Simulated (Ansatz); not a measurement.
## What isotropic strain +3.00 % does to BAs

The parent structure is BAs in the zinc blende structure (space group F-43m, No. 216; a = 4.7679 Å).

Modification: every lattice vector is stretched by 3.00 %; the atoms relax in the strained cell.

Computed with Ansatz (an electronic-structure program) PBEsol, no spin-orbit coupling. Γ-centred 12×12×12 mesh, Fermi–Dirac width 0.05 eV.

```tsv
quantity	base	changed	shift
volume per atom	13.55 Å³	14.80 Å³	+1.256 Å³
space group	F-43m (No. 216)	F-43m (No. 216)	–
shortest interatomic distance	2.065 Å	2.126 Å	+0.0619 Å
energy relative to the base (free energy F)	0 meV/atom	+44 meV/atom	+44 meV/atom
pressure	0.00 GPa	-10.37 GPa	-10.37 GPa
band gap	1.08 eV	1.17 eV	+0.09 eV
gap character	indirect, Γ → Γ–X (82 % along)	indirect, Γ → Γ–X (82 % along)	–
smallest direct gap	3.25 eV	3.15 eV	-0.105 eV
mean gap deformation potential ΔEg/Δln V	–	+1.0 eV	–
width of the top valence band	5.27 eV	4.77 eV	-0.50 eV
electron mass	1.1 mₑ along k, 0.21 mₑ across (off the special points)	1.1 mₑ along k, 0.22 mₑ across (off the special points)	–
hole mass (degenerate bands, along [100])	0.23 mₑ (at Γ)	0.19, 0.25, 0.25 mₑ (at Γ)	–
valley order (the lowest conduction-band minima on the path, energy above the VBM, named in the base's zone)	a point along ⟨100⟩, about 1.1 Å⁻¹ from Γ 1.08 eV; L along ⟨111⟩ 2.68 eV	a point along ⟨100⟩, about 1.1 Å⁻¹ from Γ 1.17 eV; L along ⟨111⟩ 2.18 eV	–
```

Cost of the whole job for the changed cell (relaxation, final SCF and bands): roughly 9 core-seconds.

Effective masses come from finite differences of ±0.01 Å⁻¹. Along k means along the line from Γ to the band edge. Stability against distortions was not tested.
